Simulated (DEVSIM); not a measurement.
System: abrupt GaAs p-n junction, at 300 K.

Layer 1 from the left is GaAs, thickness (μm) 7.90, Na (cm⁻³) 3.1e17, τn (s) 6.7e-10, τp (s) 6.7e-10. Layer 2 from the left is GaAs, thickness (μm) 200, Nd (cm⁻³) 1.4e14, τn (s) 6.7e-10, τp (s) 6.7e-10.

Left contact: ohmic. Right contact: ohmic. Voltage is applied to the left contact. Recombination: SRH at mid-gap. Mobility is μmin + (μ − μmin)/(1 + (N/Nref)^α).

Constants are typed, rounded textbook-type inputs, not results; the design itself was drawn at random and stands for no fabricated device. Values at 300 K.

GaAs: gap (eV) 1.424, affinity (eV) 4.07, permittivity 12.9, Nc (cm⁻³) 4.7e17, Nv (cm⁻³) 9e18, μn (cm²/Vs) 8500, μp (cm²/Vs) 400, μn,min 500, μp,min 20, Nref,n 6e16, Nref,p 1.5e17, αn 0.39, αp 0.38.

Estimate by hand the built-in potential, the peak field at zero bias, the capacitance at -0.6 V, and compare with a numerical solution.


- Built-in potential: ni = √(Nc Nv) exp(−Eg/2kT) = 2250000 cm⁻³ with Eg = 1.424 eV; Vbi = kT/q ln(Na Nd/ni²) = 1.127 V; numerical 1.127 V.
- Peak field at zero bias: depletion approximation: W = √(2εVbi/(qN)) = 3.39 μm with N = 1.40e14 cm⁻³; field = 2Vbi/W = 6650 V/cm; numerical 29200 V/cm (estimate below by 77 %).
- Capacitance at -0.6 V: C = √(qεN / 2(Vbi + |V|)) = 2.72 nF/cm²; numerical 2.84 nF/cm² (estimate below by 4.0 %).

Model (solved in DEVSIM): 1D drift-diffusion, Boltzmann statistics, complete ionisation; no tunnelling, impact ionisation, image-force lowering or self-heating.
